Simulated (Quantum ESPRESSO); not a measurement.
## Variants of one calculation on HfMg6Mo (Amm2, 8 atoms in the cell)

```cif
data_Hf2Mg12Mo2
_chemical_formula_sum 'Mg12 Hf2 Mo2'
_space_group_name_H-M_alt 'Amm2'
_space_group_IT_number 38
_space_group_name_Hall 'A 2 -2'
_cell_length_a 4.90157
_cell_length_b 6.10780
_cell_length_c 11.14627
_cell_angle_alpha 90.000
_cell_angle_beta 90.000
_cell_angle_gamma 90.000
loop_
_atom_site_label
_atom_site_type_symbol
_atom_site_symmetry_multiplicity
_atom_site_Wyckoff_symbol
_atom_site_fract_x
_atom_site_fract_y
_atom_site_fract_z
_atom_site_occupancy
Mg1 Mg 4 d 0.00000 0.25396 0.07456 1
Mg2 Mg 2 a 0.00000 0.00000 0.32703 1
Mg3 Mg 4 e 0.50000 0.25709 0.42765 1
Mg4 Mg 2 b 0.50000 0.50000 0.66924 1
Hf1 Hf 2 b 0.50000 0.50000 0.19756 1
Mo1 Mo 2 a 0.00000 0.00000 0.80174 1
```
(The calculation used a cell of 8 atoms; values per cell refer to that cell.)

Base run A: LDA (PZ), GBRV 1.5 ultrasoft (LDA) pseudopotentials run with Quantum ESPRESSO, self-consistent single point.

Its settings: ecutwfc = 40 Ry; ecutrho = 320 Ry; occupations = smearing; smearing = fd; degauss = 0.0073499 Ry; potentials = {Mg: mg_lda_v1.4.uspp.F.UPF, Hf: hf_lda_v1.uspp.F.UPF, Mo: mo_lda_v1.uspp.F.UPF}; K_POINTS = automatic 4 4 4 0 0 0; conv_thr = 1e-09 Ry.

The starting cell comes from a database of computed structures (which also holds hypothetical and non-ambient phases and stackings), without a prior relaxation at this level. Spin polarisation is off. In the base run, with a pressure of about -4 GPa the cell is away from its equilibrium volume at this level.

ΔF is the free energy per atom less that of run A. A dash stands where there is no value to compare (another energy zero or no entropy term, no result, no spin, no clean gap, or a mesh too coarse for one). Absolute energies have different zeros for different potentials, functionals, Hubbard and dispersion terms and are not compared across them.

Runs:
- B: nosym: default → true
- C: smearing: fd → gauss; degauss: 0.0073499 Ry → 0.0036749 Ry
- D: K_POINTS: automatic 4 4 4 0 0 0 → automatic 3 3 3 0 0 0
- E: nbnd: default → 45
- F: K_POINTS: automatic 4 4 4 0 0 0 → automatic 2 2 2 0 0 0
- G: ecutwfc: 40 Ry → 60 Ry; ecutrho: 320 Ry → 480 Ry; pseudopotentials: {Mg: mg_lda_v1.4.uspp.F.UPF, Hf: hf_lda_v1.uspp.F.UPF, Mo: mo_lda_v1.uspp.F.UPF} → {Mg: Mg.pbe-n-kjpaw_psl.0.3.0.UPF, Hf: Hf-sp.oncvpsp.upf, Mo: Mo_ONCV_PBE-1.0.oncvpsp.upf}; input_dft: default → pbesol; vdw_corr: default → grimme-d3; dftd3_version: default → 4; and 1 further keys [PBEsol-D3(BJ)]
- H: conv_thr: 1e-09 Ry → 0.0001 Ry
- I: mixing_beta: default → 0.2; mixing_mode: default → plain

```json
[
 {"run": "A", "ΔF (meV/atom)": "0.00", "pressure (GPa)": "-4.01", "largest force (eV/Å)": "0.232", "k-points": "21", "valence electrons": "86"},
 {"run": "B", "ΔF (meV/atom)": "0.00", "pressure (GPa)": "-4.01", "largest force (eV/Å)": "0.232", "k-points": "36", "valence electrons": "86"},
 {"run": "C", "ΔF (meV/atom)": "8.3", "pressure (GPa)": "-4.03", "largest force (eV/Å)": "0.250", "k-points": "21", "valence electrons": "86"},
 {"run": "D", "ΔF (meV/atom)": "15.8", "pressure (GPa)": "-3.91", "largest force (eV/Å)": "0.121", "k-points": "8", "valence electrons": "86"},
 {"run": "E", "ΔF (meV/atom)": "0.09", "pressure (GPa)": "-4.01", "largest force (eV/Å)": "0.234", "k-points": "21", "valence electrons": "86"},
 {"run": "F", "ΔF (meV/atom)": "23.8", "pressure (GPa)": "-3.61", "largest force (eV/Å)": "0.334", "k-points": "6", "valence electrons": "86"},
 {"run": "G", "ΔF (meV/atom)": "–", "pressure (GPa)": "-4.30", "largest force (eV/Å)": "0.088", "k-points": "21", "valence electrons": "38"},
 {"run": "H", "ΔF (meV/atom)": "0.08", "pressure (GPa)": "-4.40", "largest force (eV/Å)": "0.188", "k-points": "21", "valence electrons": "86"},
 {"run": "I", "ΔF (meV/atom)": "0.00", "pressure (GPa)": "-4.01", "largest force (eV/Å)": "0.232", "k-points": "21", "valence electrons": "86"}
]
```

Run H against A: The free energy is nearly the same (within 1 meV/atom), the pressure goes from -4.01 to -4.40 GPa and the largest force goes from 0.232 to 0.188 eV/Å.

Run D against A: The free energy rises by 15.8 meV/atom, the pressure stays near -3.91 GPa while the yy stress (positive for compression) goes from -3.50 to -4.41 GPa and the largest force goes from 0.232 to 0.121 eV/Å.

Run F against A: The free energy goes up by 23.8 meV/atom, the pressure goes from -4.01 to -3.61 GPa and the largest force goes from 0.232 to 0.334 eV/Å.
